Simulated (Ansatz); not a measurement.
```yaml
crystal:
  lattice:
    - [0.00000, 2.03077, 2.03077]
    - [2.03077, 0.00000, 2.03077]
    - [2.03077, 2.03077, 0.00000]
  atoms:
    - { symbol: O, position: [0.00000, 0.00000, 0.00000] }
    - { symbol: Ni, position: [0.50000, 0.50000, 0.50000] }
```

Spin-polarised, with starting moments of sign O+ Ni+.

Computed with PBEsol, PAW, 420 eV (Ansatz, an electronic-structure program; spin-orbit coupling left out). Γ-centred 19×19×19 mesh, Fermi–Dirac width 0.05 eV.

Problem. Predict the largest site moment and band gap.

Solution. 
- Largest site moment: 0.70 μB
- Band gap: zero

Load acts through the strain it causes; cell and atoms are relaxed under it. Whether these cells are dynamically stable was not tested. No other phases were tried under pressure. No Hubbard U is applied and the magnetic state is the run's own (NiO ferromagnetic); small cells can't hold the antiferromagnetic order that many such compounds have, so gaps and moments can be off. The cell was made from NiO in the rock salt structure (space group Fm-3m, No. 225; ferromagnetic) by this change: pressure 7.5 GPa. In its common phase, real NiO is an antiferromagnetic insulator at low temperature.
